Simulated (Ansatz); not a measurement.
We consider CsCl-type HfRu, described by r²SCAN+rVV10 (Ansatz, a first-principles code, plane waves, PAW).

Numerical settings: plane-wave cutoff 560 eV, 18×18×18 k mesh, Fermi–Dirac smearing 0.05 eV, no spin polarisation, scalar-relativistic PAW data made under PBE.

Computed at the level's own relaxed cell.

Estimate the lattice constant a that the calculation returns.


- lattice constant a: 3.220 Å

The run finds no gap.

Spin–orbit coupling is not included.

Static lattice: no zero-point or thermal effects.

It cost about 90 core-seconds (a rough figure) of CPU time.
